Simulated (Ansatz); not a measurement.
# NiSi2, pressure series

Take NiSi2 (space group Fm-3m, No. 225; a = 5.3870 Å; non-magnetic) as the base.

Cell and atoms are relaxed at each pressure.

Method: Kohn–Sham DFT with the r2SCAN functional, run in Ansatz (a program for electronic structure) with PAW and 500 eV plane waves, no SOC.

```json
[
 {"pressure (GPa)": "-2", "volume per atom (Å³/atom)": "13.193"},
 {"pressure (GPa)": "-1", "volume per atom (Å³/atom)": "13.109"},
 {"pressure (GPa)": "0", "volume per atom (Å³/atom)": "13.027"},
 {"pressure (GPa)": "0.3", "volume per atom (Å³/atom)": "13.004"},
 {"pressure (GPa)": "0.7", "volume per atom (Å³/atom)": "12.972"},
 {"pressure (GPa)": "1.5", "volume per atom (Å³/atom)": "12.910"},
 {"pressure (GPa)": "3", "volume per atom (Å³/atom)": "?"},
 {"pressure (GPa)": "5", "volume per atom (Å³/atom)": "12.655"},
 {"pressure (GPa)": "10", "volume per atom (Å³/atom)": "12.337"}
]
```

Problem. Fit the third-order Birch–Murnaghan form P(V) = (3B₀/2)[(V₀/V)^(7/3) − (V₀/V)^(5/3)]·[1 + (3/4)(B₀′ − 4)((V₀/V)^(2/3) − 1)] (squares taken in P) to the rows shown and predict the withheld row.

Solution. Least squares on the printed values gives V₀ = 13.027 Å³/atom, B₀ = 162 GPa, B₀′ = 4.6; this predicts 12.798 Å³/atom, and the run gives 12.797 Å³/atom, in agreement.

Load acts through the strain it causes; cell and atoms are relaxed under it. No phonon test of stability was made. No other phases were tried under pressure. Seeded moments were not kept for the base. The final runs are not spin-polarised.
